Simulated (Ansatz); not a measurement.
Levels about the gap of amorphous Al₂₈O₄₃Ba (72 atoms in a cell of 805 Å³, 3.26 g/cm³; zone centre alone, so wide bands show as single levels with stretches between that a denser mesh fills), at the geometry that PBE relaxed, where it gives 3.8 GPa on a denser mesh. The participation number counts the atoms over which a state spreads; weights are charges in smoothed Voronoi cells. The levels come from a single point, so bond lengths are those of that geometry. Method of the levels: PBE, scalar-relativistic without spin-orbit coupling (Ansatz, an electronic-structure program). Sampling: the zone centre alone; Fermi-Dirac width 0.02 eV; no spin polarisation. At PBE the levels at the filled edge of the gap are localised (band-tail or defect states), and the nearest spread-out levels lie 3.8 eV apart at the zone centre.

Preparation: random packing, a CHGNet melt and quench, and a DFT relaxation. O atoms were pushed apart under 1.9 Å during the dynamics, to hinder bonds among them. The hot cell started wider than the set density and was brought back towards it in steps. It is the lowest in DFT energy of 2 quenches. It is a model cell: composition and starting density were chosen by hand, and all elements were melted together. No dispersion term was used. Its density started from a set value of 3.26 and ended at 3.26 g/cm³. The quench (nominally 340 K/ps over its main leg) was far faster than any real one, so the model tends to hold more defects than a real film. A cell of this size samples the disorder only roughly. The volume was held where the preparation left it and the shape relaxed, at a PBE pressure of 3.8 GPa. Stress components on the final sampling reach 3.9 GPa.

| E - E(highest filled), eV | filling | participation number | largest on | weight O | weight Al | weight Ba |
|---|---|---|---|---|---|---|
| -0.58 | filled | 9.5 | O, 3 neighbours | 0.95 | 0.05 | 0.01 |
| -0.54 | filled | 17.7 | O, 4 neighbours | 0.95 | 0.05 | 0.00 |
| -0.47 | filled | 15.3 | O, 3 neighbours | 0.95 | 0.05 | 0.00 |
| -0.40 | filled | 7.6 | O, 3 neighbours | 0.95 | 0.05 | 0.00 |
| -0.36 | filled | 5.8 | O, 3 neighbours | 0.95 | 0.05 | 0.00 |
| -0.27 | filled | 7.5 | O, 3 neighbours | 0.94 | 0.04 | 0.01 |
| 0.00 | filled | 4.4 | O, 3 neighbours | 0.94 | 0.05 | 0.00 |
| 3.33 | empty | 57.5 | Al, 4 neighbours | 0.58 | 0.41 | 0.01 |
| 5.22 | empty | 22.5 | Al, 4 neighbours | 0.56 | 0.42 | 0.02 |
| 5.30 | empty | 19.7 | Al, 4 neighbours | 0.56 | 0.43 | 0.01 |
| 5.67 | empty | 34.9 | Al, 5 neighbours | 0.58 | 0.41 | 0.01 |
| 5.80 | empty | 40.0 | Al, 4 neighbours | 0.61 | 0.38 | 0.01 |
| 5.90 | empty | 36.8 | Al, 5 neighbours | 0.60 | 0.38 | 0.02 |
| 5.97 | empty | 28.8 | Al, 4 neighbours | 0.53 | 0.39 | 0.08 |

Most localised among these is the filled level at +0.00 eV, on a O atom, which has 3 neighbours (Al 1.82 Å, Al 1.83 Å, Al 1.99 Å).
